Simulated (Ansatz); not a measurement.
This concerns the formation energy of Nb_W in W (bcc, Im-3m). Reaction: 63 W (bcc) + Nb (bcc) → cell A.

Cell A: a supercell of 64 sites of W (bcc, Im-3m) with Nb on a W site (8 W at 2.77 Å); spin state with PBE: run without spin, k-point mesh 4×4×4.
```
CELL_PARAMETERS angstrom
     11.02867     0.00000     0.00000
     -3.67622    10.39793     0.00000
     -3.67622    -5.19897     9.00487
ATOMIC_POSITIONS crystal
  W  0.00000 0.00000 0.00000
  W  0.99980 0.99980 0.24998
  W  0.00000 0.00000 0.50000
  W  0.00020 0.00020 0.75002
  W  0.99980 0.24998 0.99980
  W  0.99971 0.24985 0.24985
  W  0.99980 0.24982 0.50000
  W  0.00000 0.25000 0.75000
  W  0.00000 0.50000 0.00000
  W  0.99980 0.50000 0.24982
  W  0.00000 0.50000 0.50000
  W  0.00020 0.50000 0.75018
  W  0.00020 0.75002 0.00020
  W  0.00000 0.75000 0.25000
  W  0.00020 0.75018 0.50000
  W  0.00029 0.75015 0.75015
  W  0.24998 0.99980 0.99980
  W  0.24985 0.99971 0.24985
  W  0.24982 0.99980 0.50000
  W  0.25000 0.00000 0.75000
  W  0.24985 0.24985 0.99971
  W  0.24882 0.24882 0.24882
  W  0.24957 0.24957 0.50000
  W  0.24982 0.24982 0.75002
  W  0.24982 0.50000 0.99980
  W  0.24957 0.50000 0.24957
  W  0.24882 0.50000 0.50000
  W  0.24985 0.50000 0.75015
  W  0.25000 0.75000 0.00000
  W  0.24982 0.75002 0.24982
  W  0.24985 0.75015 0.50000
  W  0.24998 0.75018 0.75018
  W  0.50000 0.00000 0.00000
  W  0.50000 0.99980 0.24982
  W  0.50000 0.00000 0.50000
  W  0.50000 0.00020 0.75018
  W  0.50000 0.24982 0.99980
  W  0.50000 0.24957 0.24957
  W  0.50000 0.24882 0.50000
  W  0.50000 0.24985 0.75015
  W  0.50000 0.50000 0.00000
  W  0.50000 0.50000 0.24882
  Nb 0.50000 0.50000 0.50000
  W  0.50000 0.50000 0.75118
  W  0.50000 0.75018 0.00020
  W  0.50000 0.75015 0.24985
  W  0.50000 0.75118 0.50000
  W  0.50000 0.75043 0.75043
  W  0.75002 0.00020 0.00020
  W  0.75000 0.00000 0.25000
  W  0.75018 0.00020 0.50000
  W  0.75015 0.00029 0.75015
  W  0.75000 0.25000 0.00000
  W  0.75002 0.24982 0.24982
  W  0.75015 0.24985 0.50000
  W  0.75018 0.24998 0.75018
  W  0.75018 0.50000 0.00020
  W  0.75015 0.50000 0.24985
  W  0.75118 0.50000 0.50000
  W  0.75043 0.50000 0.75043
  W  0.75015 0.75015 0.00029
  W  0.75018 0.75018 0.24998
  W  0.75043 0.75043 0.50000
  W  0.75118 0.75118 0.75118
```

Reference: W (bcc, Im-3m), 64 atoms in the cell, the relaxed perfect crystal repeated, atoms not moved again; spin state with PBE: run without spin, k-point mesh 4×4×4 on the run's own vectors.

Reference: Nb (bcc, Im-3m), 1 atom in the cell; spin state with PBE: run without spin, k-point mesh 26×26×26 on the run's own vectors. Conventional cell: a = 3.3115 Å, b = 3.3115 Å, c = 3.3115 Å, α = 90.00°, β = 90.00°, γ = 90.00°.

All numbers come from Ansatz (an electronic-structure program), plane waves with PAW, its default PAW set, cutoff 500 eV. The structures are at rest with PBE, within the held lattices; other levels are single points on them. Neutral cells; Fermi-Dirac smearing of at most 0.10 eV in the solids, energies taken to zero width. The lattices are those relaxed with PBE, so at other levels the solids can be strained. Larger cells are relaxed from a start prepared with the learned potential CHGNet, on a coarser mesh till forces fall under 0.03 eV/Å, which some starts already meet. A dispersion term (D3(BJ), or D4 for r2SCAN) was computed beside these levels and is taken off wherever the name lacks it. Nuclei at rest; no vibrational terms. Cells are local rest points, mostly with their start's symmetry. Spin-orbit coupling is left out. Values are for these cell sizes. Mesh and cell size may move defect energies by 0.1 eV or more. Cell A has symmetry Im-3m within 0.02 Å and got no random move, so less symmetric positions, which may lie lower, weren't tried.

### Question
What value does r2SCAN give?

### Answer
-0.38 eV, for 63 W (bcc) + Nb (bcc) → cell A.
